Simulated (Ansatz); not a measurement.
Start from BAs in the wurtzite structure (space group P6_3mc, No. 186; a = 3.354 Å, c = 5.554 Å; a cell from a computed database, its experimental status unchecked). Axes: x lies along a and z along c of the hexagonal cell.

Perturbation: compressive biaxial strain of 1.76 % in the plane normal to [001], as in epitaxy on a mismatched substrate; the out-of-plane cell vector and the atoms relax.

Levels (all Ansatz, a first-principles code, PAW): PBEsol (420 eV, no spin-orbit coupling); r2SCAN (500 eV, spin-orbit coupling left out).

The geometry is relaxed with PBEsol.

| Quantity | Value |
|---|---|
| PBEsol band gap | 0.94 eV |
| PBEsol electron mass | 0.25 mₑ out of plane, 0.41 mₑ in plane (at K) |
| PBEsol gap character | indirect, Γ → K |

Task: Predict the band gap, electron mass and gap character from r2SCAN.

Result: The band gap grows by 0.31 eV (0.94 eV → 1.25 eV); the electron mass goes from 0.25 mₑ out of plane, 0.41 mₑ in plane (at K) to 0.24 mₑ out of plane, 0.41 mₑ in plane (at K); the gap character stays indirect, Γ → K.

Single points use the geometry relaxed with PBEsol. Masses are band curvatures over ±0.01 Å⁻¹ around the edge. Stability against distortions was not tested. This is not the structure that BAs has at room temperature and ambient pressure.
